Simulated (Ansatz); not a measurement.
# A computed series for Si: response to strain

Start from Si in the diamond structure (space group Fd-3m, No. 227).

```yaml
crystal:
  lattice:
    - [0.00000, 2.70105, 2.70105]
    - [2.70105, 0.00000, 2.70105]
    - [2.70105, 2.70105, 0.00000]
  atoms:
    - { symbol: Si, position: [0.00000, 0.00000, 0.00000] }
    - { symbol: Si, position: [0.25000, 0.25000, 0.25000] }
```

Cartesian axes are those of the cell as printed.

Strains are applied to the cell and any free atomic positions relax; under biaxial strain the out-of-plane vector relaxes too.

All numbers come from LDA/PAW in Ansatz (an electronic-structure program), without spin-orbit coupling.

Notes on the quantities. energy relative to the base: free energy F.

```csv
"biaxial strain, plane normal [001], relaxed out of plane (%)",energy relative to the base (meV/atom)
-3,20.2
-2.5,?
-2,8.8
-1.5,4.9
-1,2.2
-0.5,0.5
0,0.0
```

Fit ΔE = Aε² + Bε³ (ε in %) to the rows shown and predict the withheld row.

Least squares on the printed values gives A = 2.12 and B = -0.042 meV/atom (largest residual 0.0 meV/atom); this predicts 13.9 meV/atom, and the run gives 13.9 meV/atom, in agreement.

Stability against distortions was not tested.
